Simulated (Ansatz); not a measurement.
Base system: ZnSe in the zinc blende structure (space group F-43m, No. 216).

```
ZnSe
1.0
    0.00000     2.83278     2.83278
    2.83278     0.00000     2.83278
    2.83278     2.83278     0.00000
Zn Se
1 1
Direct
  0.00000   0.00000   0.00000
  0.25000   0.25000   0.25000
```

Cartesian axes are those of the cell as printed.

All numbers come from Kohn–Sham DFT with the r2SCAN functional, run in Ansatz (a program for electronic structure) with PAW and 500 eV plane waves, without spin-orbit coupling.

For the base:

- Valence-band top at Γ = 0.00, 0.00, 0.00 eV
- Band gap = 1.87 eV
- Gap character = direct at Γ

One thing is altered: a pure shear with ε_xy = ε_yx = 0.0143, atoms relaxed at fixed cell.

Q: Estimate the effect on the valence-band top at Γ.

A: The valence-band top at Γ (three highest levels, from the VBM) becomes 0.00, -0.09, -0.17 eV (base: 0.00, 0.00, 0.00 eV).

Q: Estimate the effect on the band gap.

A: The band gap falls by 0.10 eV (1.87 eV → 1.77 eV).

Q: Estimate the effect on the gap character.

A: The gap character stays direct at Γ.

The cells carry an imposed strain or load. Stability against distortions was not tested. k-point labels follow each cell's own Brillouin zone.
